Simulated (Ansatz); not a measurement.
Input:

End structure of the (102) surface of tetragonal WSi2 in its 1x1 cell (cut with top plane Si, bottom plane Si), outermost plane spacing 0.42 Å in the ideal cut:

```yaml
crystal:
  lattice:
    - [3.22917, 0.00000, 0.00000]
    - [0.00000, 10.17893, 0.00000]
    - [0.00000, 0.00000, 27.00000]
  atoms:
    - { symbol: Si, position: [0.00000, 0.59206, 0.30228] }
    - { symbol: W, position: [0.50000, 0.40105, 0.31949] }
    - { symbol: Si, position: [0.00000, 0.20203, 0.32799] }
    - { symbol: Si, position: [0.50000, 0.98679, 0.34710] }
    - { symbol: W, position: [0.00000, 0.79365, 0.36363] }
    - { symbol: Si, position: [0.50000, 0.59905, 0.37523] }
    - { symbol: Si, position: [0.00000, 0.39793, 0.39178] }
    - { symbol: W, position: [0.50000, 0.19352, 0.40619] }
    - { symbol: Si, position: [0.00000, 0.99589, 0.42221] }
    - { symbol: Si, position: [0.50000, 0.79678, 0.43804] }
    - { symbol: W, position: [0.00000, 0.59639, 0.45499] }
    - { symbol: Si, position: [0.50000, 0.39643, 0.46902] }
    - { symbol: Si, position: [0.00000, 0.19550, 0.48386] }
    - { symbol: W, position: [0.50000, 0.99679, 0.50000] }
    - { symbol: Si, position: [0.00000, 0.79808, 0.51614] }
    - { symbol: Si, position: [0.50000, 0.59715, 0.53098] }
    - { symbol: W, position: [0.00000, 0.39720, 0.54501] }
    - { symbol: Si, position: [0.50000, 0.19681, 0.56196] }
    - { symbol: Si, position: [0.00000, 0.99769, 0.57779] }
    - { symbol: W, position: [0.50000, 0.80006, 0.59381] }
    - { symbol: Si, position: [0.00000, 0.59565, 0.60822] }
    - { symbol: Si, position: [0.50000, 0.39454, 0.62477] }
    - { symbol: W, position: [0.00000, 0.19993, 0.63637] }
    - { symbol: Si, position: [0.50000, 0.00680, 0.65290] }
    - { symbol: Si, position: [0.00000, 0.79155, 0.67201] }
    - { symbol: W, position: [0.50000, 0.59254, 0.68051] }
    - { symbol: Si, position: [0.00000, 0.40152, 0.69772] }
```

Model: 27-atom slab, Si18W9, 10.8 Å thick at the start, 12x4x1 mesh, Fermi-Dirac 0.1 eV, dipole correction, all atoms relaxed; start symmetry kept, larger cells not searched; no spin, no spin-orbit, no U.

Q: Give the surface energy (mean of both faces) at the level Ansatz (a program for electronic structure) with PBE.

A: 2.32 J/m²

Q: Predict the work function of the top face from PBE.

A: 4.68 eV
